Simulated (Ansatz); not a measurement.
**A computed series for MoP: pressure series**

Base system: MoP (space group P-6m2, No. 187; a = 3.206 Å, c = 3.174 Å).

Cell and atoms are relaxed at each pressure.

The values are results of Ansatz (an electronic-structure program) PBEsol, no spin-orbit coupling, not measurements.

```json
[
 {"pressure (GPa)": "-2", "volume per atom (Å³/atom)": "14.252"},
 {"pressure (GPa)": "-1", "volume per atom (Å³/atom)": "?"},
 {"pressure (GPa)": "0", "volume per atom (Å³/atom)": "14.128"},
 {"pressure (GPa)": "1.8", "volume per atom (Å³/atom)": "14.021"},
 {"pressure (GPa)": "4.2", "volume per atom (Å³/atom)": "13.885"},
 {"pressure (GPa)": "9", "volume per atom (Å³/atom)": "13.633"},
 {"pressure (GPa)": "18", "volume per atom (Å³/atom)": "13.216"},
 {"pressure (GPa)": "45", "volume per atom (Å³/atom)": "12.256"},
 {"pressure (GPa)": "60", "volume per atom (Å³/atom)": "11.843"}
]
```

Question: Fit the third-order Birch–Murnaghan form P(V) = (3B₀/2)[(V₀/V)^(7/3) − (V₀/V)^(5/3)]·[1 + (3/4)(B₀′ − 4)((V₀/V)^(2/3) − 1)] (squares taken in P) to the rows shown and predict the withheld row.

Answer: Least squares on the printed values gives V₀ = 14.128 Å³/atom, B₀ = 235 GPa, B₀′ = 4.2; this predicts 14.189 Å³/atom, and the run gives 14.189 Å³/atom, in agreement.

Load acts through the strain it causes; cell and atoms are relaxed under it. No phonon test of stability was made. Competing high-pressure phases were not computed. The final runs are not spin-polarised. An odd electron count without spin: MoP.
